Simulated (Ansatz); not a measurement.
We consider 1T (CdI2-type) CaI2, described by r²SCAN0 (plane waves, PAW; Ansatz, a first-principles code).

Numerical settings: plane-wave cutoff 520 eV, 6×6×4 k mesh (along the axes of the cell as run), Fermi–Dirac smearing 0.01 eV, scalar-relativistic PAW data made under PBE.

Cell (measured lattice):

```xyz
3
Lattice="4.4800 0.0000 0.0000 -2.2400 3.8798 0.0000 0.0000 0.0000 6.9600" Properties=species:S:1:pos:R:3 pbc="T T T"
Ca     0.0000     0.0000     0.0000
I      0.0000     2.5865     1.7400
I      2.2400     1.2933     5.2200
```

### Question
Predict the band gap and smallest direct gap on the k points sampled.

### Answer

- band gap = 5.57 eV (on the SCF k mesh)
- smallest direct gap on the k points sampled = 6.29 eV

Note: cell and atoms aren't relaxed at this level (largest force component 0.08 eV/Å, pressure 0.8 GPa).

Spin–orbit coupling is not included; with these elements it can move the gap by several tenths of an eV or more.

Computed values are for the static lattice.
